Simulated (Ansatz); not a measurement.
Consider SrTiO3 in the cubic perovskite structure (space group Pm-3m, No. 221).

```yaml
crystal:
  lattice:
    - [3.93642, 0.00000, 0.00000]
    - [0.00000, 3.93642, 0.00000]
    - [0.00000, 0.00000, 3.93642]
  atoms:
    - { symbol: Sr, position: [0.00000, 0.00000, 0.00000] }
    - { symbol: Ti, position: [0.50000, 0.50000, 0.50000] }
    - { symbol: O, position: [0.50000, 0.00000, 0.50000] }
    - { symbol: O, position: [0.00000, 0.50000, 0.50000] }
    - { symbol: O, position: [0.50000, 0.50000, 0.00000] }
```

Computed with Kohn–Sham DFT with the PBE functional, run in Ansatz (a program for electronic structure) with PAW and 420 eV plane waves, without spin-orbit coupling.

It is then changed as follows: the cell is scaled by 1.0240 in all directions; the atoms relax in the strained cell.

### Question
Predict the new mean gap deformation potential ΔEg/Δln V.

### Answer
The mean gap deformation potential ΔEg/Δln V amounts to -2.0 eV.

### Question
What does the calculation give for the energy relative to the base after the change?

### Answer
The energy rises by 31 meV/atom.

Whether these cells are dynamically stable was not tested. The final runs are not spin-polarised. Many cubic perovskites are stable only at high temperature; tilts and polar distortions were not tested.
